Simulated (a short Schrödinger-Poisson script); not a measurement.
System: MOS inversion layer, SiO2 on p-type Si(100), at 400 K.

From the gate side: 3.9 nm SiO2; 230 nm Si, acceptors 3.5e18 cm⁻³.

Constants are typed, rounded textbook-type inputs, not results; the design itself was drawn at random and stands for no fabricated device. SiO2: permittivity 3.9, conduction-band edge (eV) 3.15, gap (eV) 9, electron mass (mₑ) 0.5. Si: permittivity 11.7, conduction-band edge (eV) 0, gap (eV) 1.124, Nv at 300 K (cm⁻³) 3.1e19.

Channel valleys (confinement mass, in-plane density-of-states mass, number): Δ2 0.916, 0.19, 2; Δ4 0.19, 0.417, 4. At the gate the conduction-band edge of layer 1 lies 3.38 eV − eVg above the Fermi level of the channel; the field vanishes at the back. Gaps are held at their typed values at every temperature. Mesh 0.03 nm at interfaces.

From a short Schrödinger-Poisson script (our own, NumPy): 1D Poisson equation in equilibrium, electrons quantum, Hartree (BenDaniel-Duke, 12 states a valley, the channel's in-plane mass for all, wave functions ending at the dielectric), parabolic valleys, classical holes, full ionisation, no traps, pinning or gate leakage.

```csv
Vg (V),electrons (cm⁻²),C (μF/cm²),Δ2 E0 (meV from the Fermi level),Δ4 E0 (meV from the Fermi level)
1.35,7.84e9,0.353,232.0,344.4
1.5,7.68e10,0.430,152.5,268.9
1.65,3.71e11,0.596,97.0,216.9
1.8,8.81e11,0.690,65.6,188.4
1.95,1.49e12,0.733,45.5,171.0
2.1,2.15e12,0.755,30.9,158.9
2.25,2.84e12,0.769,19.3,149.7
2.4,3.54e12,0.778,9.5,142.3
2.55,4.26e12,0.785,1.0,136.1
2.7,4.98e12,0.790,-6.7,130.8
2.85,5.71e12,0.794,-13.7,126.0
3,6.45e12,0.797,-20.2,121.7
3.15,7.19e12,0.800,-26.3,117.8
3.3,7.93e12,0.802,-32.0,114.2
3.45,8.67e12,0.804,-37.5,110.8
3.6,9.42e12,0.806,-42.8,107.7
```

Gate voltages with under 1e9 electrons/cm² are left out.

Question: At Vg = 3.6 V the lowest Δ2 subband lies at -42.8 meV from the Fermi level. How many electrons does it hold, and what share of all?

Answer: The two-dimensional density of states is g m/(πħ²) = 1.59e11 cm⁻² meV⁻¹ (both spins), kT = 34.5 meV, so n = D kT ln(1 + exp(−E/kT)) = 8.19e12 cm⁻², 0.87 of the 9.42e12 cm⁻² in all.

Question: Compare the slope of the sheet density between 3.3 and 3.6 V with the geometric capacitance of the layers between gate and channel.

Answer: q Δn/ΔV = 0.796 μF/cm²; ε0/Σ(t/ε) = 0.885 μF/cm². The ratio is 0.90: the channel acts as a further capacitance in series.
